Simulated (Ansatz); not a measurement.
An Ansatz (an electronic-structure program) run: AlN with a change (uniaxial strain ε_zz = −1.00 %); PBEsol, PAW, 420 eV (Ansatz; without spin-orbit coupling).

Input:

Ansatz 0.2 input:
```yaml
crystal:
  lattice:
    - [0, 2.1888675674, 2.1669788917]
    - [2.1888675674, 0, 2.1669788917]
    - [2.1888675674, 2.1888675674, 0]
  atoms:
    - { symbol: Al, position: [0, 0, 0] }
    - { symbol: N, position: [0.25, 0.25, 0.25] }
basis: { ecutwfc: 420, ecutrho_ratio: 4, xc_grid: 2, fft_grid_basis: typed }
kpoints: { mp_grid: { grid: [13, 13, 13] } }
hamiltonian:
  xc: pbesol
  dispersion: none
  pseudopotentials: { kind: paw }
scf: { occupations: { method: fermi_dirac, width: 0.05 }, convergence: { dr2_threshold: 0.0000000002 } }
relax: { f_tol: 0.005, max_steps: 50 }
output: { forces: true, stress: true }
checkpoint: { write: state.ck, write_every: 1000 }
```

Output (explanatory and most iteration lines left out):

```
Relaxation: its limit of steps is 50 (relax.max_steps)
Pseudopotential: Al, paw, valence charge 3
Pseudopotential: N, paw, valence charge 5
Crystal: 2 atoms, lattice volume = 20.765 Å³
Basis set: ecut = 420 eV, 411 PW (Γ), exchange–correlation on 48×48×48 points (8 copies of the dense FFT grid, shifted against one another)
Bands: 8, of which v1, the nominal top of the filled ones, is band 4 counted from 1 (3 counted from 0)
Symmetry: 8 space group operations
Space group: I-4m2 (ITA 119), of the structure as read, at distance tolerance 2.7e-5 Å
k-points: 196 of 2197 (time reversal used)
Functional: x = pbesol(κ = 0.804, μ = 0.12345679012345678), c = pbesol(β = 0.046)
SCF iter   1: F=—  HF=-905.918215 eV  |F-HF|=—  |Δ(HF+E_count)|=         —  Δρ=9.92e-3  dr2=2.18e-2  ethr=1.77e-3  ⟨swp⟩=4.6  Hψ=11434  notcnv=0
SCF iter   2: F=—  HF=-905.912728 eV  |F-HF|=—  |Δ(HF+E_count)|=   5.49e-3  Δρ=4.18e-3  dr2=2.79e-3  ethr=2.73e-4  ⟨swp⟩=2.7  Hψ=4284  notcnv=0
SCF 1 converged in 6 iterations: F = -905.911893 eV  dr2 = 2.74e-11
relax step   1: F+E_penalty+E_count = -905.91189279 eV  Δ(F+E_penalty+E_count) = +0.000e0 eV  max|allowed force component| = 1.804e-16 eV/Å  Δτ_max = 0.0000 Å  (6 SCF iters, accepted)
SCF converged after 6 iterations
Free energy (F): -905.911893 eV
Internal energy: -905.911893 eV  (E = F + TS)
E sigma→0 (E₀):  -905.911893 eV
Fermi energy:    8.595726 eV
--- Forces (eV/Å), atoms counted from 1 ---
  atom   1  Al     0.00000000    -0.00000000     0.00000000
  atom   2  N     -0.00000000    -0.00000000    -0.00000000
--- Stress (GPa, compression-positive) ---
        1.623604       0.000000      -0.000000
        0.000000       1.623604       0.000000
        0.000000       0.000000       2.863578
  P = ⅓ Tr σ = 2.0369 GPa (20.369 kbar)
--- Relaxed structure (1 steps of the walk, 1 accepted, 0 SCFs on fresh bases) ---
  atoms:
    - { symbol: Al, position: [0.0, 0.0, 0.0] }
    - { symbol: N, position: [0.24999999999999997, 0.24999999999999997, 0.25] }
```

Stability against distortions was not tested. The cell was made from AlN in the zinc blende structure (space group F-43m, No. 216) by this change: uniaxial strain ε_zz = −1.00 %. This is not the structure that AlN has at room temperature and ambient pressure.
